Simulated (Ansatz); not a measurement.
Take MoP (space group P-6m2, No. 187; relaxed with 0.1 eV smearing) as the base.

```
CELL_PARAMETERS angstrom
      3.20755     0.00000     0.00000
     -1.60378     2.77782     0.00000
      0.00000     0.00000     3.17271
ATOMIC_POSITIONS crystal
  Mo 0.00000 0.00000 0.00000
  P  0.66667 0.33333 0.50000
```

Cartesian axes are those of the cell as printed.

Computed with plane-wave PAW DFT at the PBEsol level (Ansatz, an electronic-structure program, 420 eV), without spin-orbit coupling.

For the base:

| Quantity | Value |
|---|---|
| Pressure | 0.0 GPa |
| Shortest interatomic distance | 2.438 Å |

The change: uniaxial strain ε_xx = −0.98 %, all other strain components held at zero, atoms relaxed at fixed cell.

Problem. How does this affect the pressure, energy relative to the base and shortest interatomic distance?

Solution. The pressure (mean of the normal stresses, compression positive) goes from zero to 2.2 GPa; the energy rises by 1.6 meV/atom; the shortest interatomic distance falls by 0.008 Å, from 2.438 Å to 2.430 Å.

Stability against distortions was not tested. The final runs are not spin-polarised. An odd electron count without spin: MoP.
